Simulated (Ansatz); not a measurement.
**Response to strain in TiC**

Start from TiC in the rock salt structure (space group Fm-3m, No. 225; a = 4.2609 Å; relaxed with 0.1 eV smearing). Axes: x, y, z lie along the cube axes.

Strains are applied to the cell and any free atomic positions relax; under biaxial strain the out-of-plane vector relaxes too.

Level of theory: Kohn–Sham DFT with the LDA functional, run in Ansatz (an electronic-structure program) with PAW and 420 eV plane waves, without spin-orbit coupling.

Notes on the quantities. in-plane stress: mean in-plane stress (compression positive).

| case | ratio −ε⊥/ε∥ | shortest interatomic distance | in-plane stress |
|---|---|---|---|
| base | – | 2.130 Å | – |
| biaxial strain −3.00 %, plane normal [001], relaxed out of plane | 0.46 | 2.067 Å | +23.6 GPa |
| biaxial strain −2.00 %, plane normal [001], relaxed out of plane | 0.46 | 2.088 Å | +14.8 GPa |
| biaxial strain −1.50 %, plane normal [001], relaxed out of plane | 0.45 | 2.099 Å | +10.8 GPa |
| biaxial strain −1.00 %, plane normal [001], relaxed out of plane | 0.45 | 2.109 Å | +7.0 GPa |
| biaxial strain −0.50 %, plane normal [001], relaxed out of plane | – | 2.120 Å | +3.4 GPa |
| biaxial strain +1.00 %, plane normal [001], relaxed out of plane | 0.43 | 2.121 Å | -6.2 GPa |
| biaxial strain +2.00 %, plane normal [001], relaxed out of plane | 0.42 | 2.113 Å | -11.8 GPa |
| biaxial strain +2.50 %, plane normal [001], relaxed out of plane | 0.41 | 2.108 Å | -14.3 GPa |
| biaxial strain +3.00 %, plane normal [001], relaxed out of plane | 0.41 | 2.104 Å | -16.7 GPa |

Stability against distortions was not tested. The final runs are not spin-polarised.
